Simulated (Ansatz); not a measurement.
We consider NaCaH3 (model structure, started from the KMgH3 type, Pm-3m, No. 221, 5 atoms in the cell), described by G0W0@PBEsol in Ansatz (plane waves, hard PAW, contour deformation, complete-basis limit).

Settings: largest k mesh 8×8×8 (not extrapolated in the mesh).

Cell (relaxed with PBEsol):

```
CaNaH3
1.0
    4.31460     0.00000     0.00000
    0.00000     4.31460     0.00000
    0.00000     0.00000     4.31460
Na Ca H
1 1 3
Direct
  0.00000   0.00000   0.00000
  0.50000   0.50000   0.50000
  0.50000   0.00000   0.50000
  0.00000   0.50000   0.50000
  0.50000   0.50000   0.00000
```

Predict the band gap.


- band gap = 4.60 eV (indirect)

Note: the relaxation could raise the start's symmetry but not lower it, so the cell can be a saddle point; the gap holds a correction of +0.17 eV to the complete basis.

Computed values are for the static lattice.

A model structure was made by putting elements into a prototype or built by hand; it is no filed structure, need not be a known phase, and can be a saddle point held by its symmetry.

Ansatz is an electronic-structure program.
